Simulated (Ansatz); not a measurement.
H interstitial started on O in corundum

All values below come from PBE, PAW (plane waves to 420 eV; Ansatz, an electronic-structure program). Cell: 120 sites, 2×2×1; final energies on a 2×2×2 Γ-centred mesh. Site at the start: bound to O, open side. Energies of charged states are corrected for periodic images (point charge plus alignment at distant sites). Dielectric constants: PBE linear response of the host. Host gap at this level: 5.85 eV. A cell of this size leaves errors of a few tenths of an eV. Levels are measured in PBE's own, too narrow, gap. Spin–orbit coupling is left out. Each state is the lowest found from its start.

Formation energies E_f are given with the Fermi level at the valence-band maximum. Chemical conditions: Al-rich (Δμ(H) = -0.003 eV, bounded by AlH3 (R-3c); only phases computed here count, gases as isolated molecules at 0 K); O-rich (Δμ(H) = -1.25 eV, bounded by H2O molecule; only phases computed here count, gases as isolated molecules at 0 K). Reference phases: H: H2 molecule in a box.

The name describes the start; the neighbours show where the added atom ended.

| charge | moment (μB) | point group | largest move off a lattice site (Å) | neighbours of the added atom at the end (Å) | image correction with alignment (eV) | E_f, Al-rich (eV) | E_f, O-rich (eV) |
|---|---|---|---|---|---|---|---|
| +1 | not spin-polarised | C1 | 0.18 | O 1.01, O 1.72, Al 2.05, Al 2.13, O 2.17, O 2.32, Al 2.33 | 0.19 | -1.24 | 0.01 |
| 0* | quenched | C1 | 0.18 | O 1.01, O 1.76, Al 2.07, Al 2.12, O 2.15 | – | – | – |
| −1 | not spin-polarised | C3i | 0.28 | Al 1.66, Al 1.66 | 0.12 | 7.19 | 8.44 |

* At this level the carrier isn't localised at the defect: at charge 0 electrons occupy the conduction band. Such a state is shallow or no state of the defect, and this cell gives it no level.

Point groups are those of the whole cell at tolerances of 0.03 and 0.1 Å ("near" where only the looser one holds); none is given for unsettled states.

Starting moments that weren't kept: charge 0 began with 1 μB and ended with 0.0.

No other site or start that was run ended lower by more than 0.1 eV.

Flagged in the runs: a host whose relaxation on this sampling wasn't shown to rest.
